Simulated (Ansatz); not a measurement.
Take BN in the zinc blende structure (space group F-43m, No. 216; a = 3.625 Å) as the base.

Method: PBE/PAW in Ansatz (a program for electronic structure), scalar-relativistic without spin-orbit coupling.

Base values:

| Quantity | Value |
|---|---|
| Width of the top valence band | 6.45 eV |
| Volume per atom | 5.95 Å³ |

One thing is altered: a hydrostatic pressure of 2.1 GPa.

Problem. Predict the new width of the top valence band and volume per atom.

Solution. The width of the top valence band goes up by 0.04 eV to 6.49 eV; the volume per atom shrinks by 0.03 Å³ (5.95 Å³ → 5.92 Å³).

The levels and masses belong to the bands next to the band gap. Load acts through the strain it causes; cell and atoms are relaxed under it. No phonon test of stability was made.
